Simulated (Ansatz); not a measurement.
Take GaAs in the zinc blende structure (space group F-43m, No. 216; a = 5.6590 Å) as the base.

The change: P replaces 25.0 % of the As, ordered in a cell of 8 atoms (starting symmetry P-4m2) and fully relaxed.

The other end (x = 1) is GaP in the zinc blende structure (space group F-43m, No. 216): 20.11 Å³/atom, gap 1.45 eV.

Levels (all Ansatz, an electronic-structure program, PAW): PBEsol (420 eV, without spin-orbit coupling); HSE06 (420 eV, no spin-orbit coupling).

The geometry is relaxed with PBEsol.

```
Property           Value
---------------  -------
PBEsol band gap  0.73 eV
```

Question: What does HSE06 give at this geometry for the band gap?

Answer: The band gap goes up by 0.976 eV, from 0.73 eV to 1.70 eV.

Single points use the geometry relaxed with PBEsol. These are small ordered cells, not random alloys; other orderings at the same x differ. Stability against distortions was not tested.
